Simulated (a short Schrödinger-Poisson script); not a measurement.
Structure: MOS inversion layer, SiO2 on p-type GaN, at 300 K.

```
layer  material  thickness (nm)  Na (cm⁻³)
-----  --------  --------------  ---------
1          SiO2             2.4          -
2           GaN            1700     1.3e17
```

Constants are typed, rounded textbook-type inputs, not results; the design itself was drawn at random and stands for no fabricated device. SiO2: permittivity 3.9, conduction-band edge (eV) 3.2, gap (eV) 9, electron mass (mₑ) 0.5. GaN: permittivity 9.5, conduction-band edge (eV) 0, gap (eV) 3.43, Nv at 300 K (cm⁻³) 4.6e19.

Channel valleys (confinement mass, in-plane density-of-states mass, number): Γ 0.2, 0.2, 1. At the gate the conduction-band edge of layer 1 lies 3.45 eV − eVg above the Fermi level of the channel; the field vanishes at the back. Gaps are held at their typed values at every temperature. Mesh 0.03 nm at interfaces.

From a short Schrödinger-Poisson script (our own, NumPy): 1D Poisson equation in equilibrium, electrons classical, Fermi-Dirac, parabolic valleys, classical holes, full ionisation, no traps, pinning or gate leakage.

The same stack at other levels of the model or other numerical settings:

| run | sheet density of all electrons at Vg = 1.9 V (cm⁻²) | sheet density of all electrons at Vg = 0.7 V (cm⁻²) | capacitance at Vg = 1.9 V (μF/cm²) | centroid of the channel electrons at Vg = 1.9 V (nm) | rough cost against the base |
|---|---|---|---|---|---|
| base | 9.46e12 | 1.11e12 | 1.17 | 1.07 | about 1 |
| electrons treated as classical, Boltzmann | 1.13e13 | 1.33e12 | 1.39 | 0.33 | 0.2 |
| electrons treated as quantum, Hartree | 8.73e12 | 6.73e11 | 1.14 | 1.62 | 3 |
| electrons treated as quantum, Hartree plus LDA exchange-correlation | 9.10e12 | 7.99e11 | 1.16 | 1.54 | 5 |
| mesh six times as coarse | 9.34e12 | 1.08e12 | 1.15 | 1.14 | 0.3 |

The classical rows ignore confinement, and Boltzmann statistics overrate the density once the band edge passes the Fermi level.

In real p-type GaN the Mg acceptor is only partly ionised, and so wide a gap doesn't supply an inversion layer without source and drain.
